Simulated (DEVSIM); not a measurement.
System: Pd/Si3N4/n-GaAs capacitor, at 400 K.

```csv
layer (left to right),material,thickness (nm),Nd (cm⁻³)
1,Si3N4,14.0,-
2,GaAs,2100,9.4e16
```

Metal gate on the left, work function 5.2 eV. Fixed charge at the semiconductor interface -6.5e11 cm⁻² (in units of +e); no interface traps.

Constants are typed, rounded textbook-type inputs, not results; the design itself was drawn at random and stands for no fabricated device. Values at 300 K; Nc and Nv go as T^1.5, mobilities as T to minus their exponent, the gap by Varshni's rule with the affinity fixed.

```
parameter         Si3N4      GaAs
----------------  -----  --------
gap (eV)            5.1     1.424
affinity (eV)       2.1      4.07
permittivity        7.5      12.9
Nc (cm⁻³)             -    4.7e17
Nv (cm⁻³)             -      9e18
Varshni α (eV/K)      -  0.000541
Varshni β (K)         -       204
```

Simulated with DEVSIM: 1D Poisson equation in equilibrium, Boltzmann statistics, complete ionisation; no quantum confinement or tunnelling. Metal contacts follow the ideal Schottky-Mott rule: no Fermi-level pinning, no interface dipoles.

The substrate doping was swept, all else fixed.

```tsv
substrate doping (cm^-3)	flat-band voltage (V)	minimum of the low-frequency capacitance (μF/cm²)	threshold voltage (band bending 2φF) (V)
4.7e15	1.18	0.0231	0.16
9.4e15	1.20	0.0316	0.10
1.9e16	1.22	0.0421	0.02
4.7e16	1.26	0.0615	-0.12
9.4e16	1.28	0.0800	-0.27
1.9e17	1.30	0.104	-0.48
```

From the first row to the last the flat-band voltage goes from 1.18 to 1.30. From the first row to the last the minimum of the low-frequency capacitance goes from 0.0231 to 0.104.
